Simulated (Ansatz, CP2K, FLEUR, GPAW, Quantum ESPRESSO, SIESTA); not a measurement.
**One structure in several programs: Cu2As (P4/nmm, 6 atoms in the cell)**

Self-consistent single point, at a second geometry (lattice scaled by 0.98). First geometry:

```
CELL_PARAMETERS angstrom
      3.73659     0.00000     0.00000
      0.00000     3.73659     0.00000
      0.00000     0.00000     5.82176
ATOMIC_POSITIONS crystal
  Cu 0.50000 0.50000 0.00000
  Cu 0.00000 0.00000 0.00000
  Cu 0.50000 0.00000 0.29996
  Cu 0.00000 0.50000 0.70004
  As 0.50000 0.00000 0.71301
  As 0.00000 0.50000 0.28699
```

Shared settings, as Ansatz (a first-principles code) writes them: kpoints.mp_grid.grid = 7 7 5; scf.occupations.method = fermi_dirac; scf.occupations.width = 0.1 eV. Potentials and cutoffs stand in the table.

| code | model | ΔF from the first geometry (meV/atom) | pressure (GPa) | largest force (eV/Å) | cutoff |
|---|---|---|---|---|---|
| FLEUR | PBEsol, all-electron FLAPW (FLEUR), scalar-relativistic valence | 30.1 | – | 0.471 | Kmax 3.8 1/bohr |
| SIESTA | GGA PBEsol, numerical atomic orbitals DZP, PseudoDojo PBEsol standard norm-conserving potentials (rewritten from UPF to PSML) | 34.7 | 12.17 | 0.714 | grid 300 Ry |
| CP2K | PBEsol, GPW, DZVP-MOLOPT-SR-GTH basis, GTH-PBE potentials (GTH_POTENTIALS) | 52.2 | 15.83 | 0.609 | grid 600 Ry |
| Quantum ESPRESSO | PBEsol, PSlibrary ultrasoft (PBE) pseudopotentials | 35.4 | 11.50 | 0.489 | 50 Ry |
| Ansatz | PBEsol, default PAW files made with PBE | 31.0 | 11.29 | 0.461 | 420 eV |
| GPAW | PBEsol, GPAW PAW datasets PBEsol (made by gpaw-setup) | 39.6 | 12.67 | 0.506 | 800 eV |

For Quantum ESPRESSO (by 0.9 GPa) and GPAW (by 0.5 GPa) the energy change implies a higher mean pressure, against the two pressures, than for the other programs: a sign of finite-basis (Pulay) stress.

Size of the force on each atom (eV/Å): Sizes of forces hide their directions.

```csv
code,Cu1,Cu2,Cu3,Cu4,As5,As6
FLEUR,0.000,0.000,0.061,0.061,0.471,0.471
SIESTA,0.000,0.000,0.045,0.045,0.714,0.714
CP2K,0.000,0.000,0.052,0.052,0.609,0.609
Quantum ESPRESSO,0.000,0.000,0.047,0.047,0.489,0.489
Ansatz,0.000,0.000,0.113,0.113,0.461,0.461
GPAW,0.000,0.000,0.153,0.153,0.506,0.506
```

A dash marks a value that a program does not give, or that is left out as unsure.

No clean gap comes from SIESTA, CP2K, Quantum ESPRESSO, Ansatz and GPAW: levels at the Fermi energy touch, overlap or are partly filled at this smearing.

On Ansatz's run: spin polarisation is off.

The spread over the programs that give each value: ΔF from the first geometry within 22.1 meV/atom; pressure within 4.54 GPa; largest force within 0.253 eV/Å.

SIESTA and CP2K use small atom-centred bases, whose incompleteness enters pressures, forces and empty levels differently from a plane-wave cutoff. FLEUR treats all electrons, but the usual bases taken here (sphere radii, linearisation, local orbitals, empty states) were not tested for convergence, so the values are no reference for the others. Ansatz's pressure is given at a fixed set of plane waves, as the other plane-wave codes print theirs; with its correction for the finite basis it is 11.39 GPa. In the pressure, CP2K (by 4.33) and GPAW (by 1.18) lie more than 1 GPa from the median of the plane-wave programs. In the force vectors, SIESTA (by 0.225) and CP2K (by 0.120) lie more than 0.08 eV/Å from the median of the plane-wave programs.

The starting cell comes from a database of computed structures (which also holds hypothetical and non-ambient phases and stackings), without a prior relaxation at this level. Its lattice was rescaled by a random factor within 2.5 % of one. For this run, on top of that: lattice scaled by 0.98.

Keys are those of Ansatz 0.2.
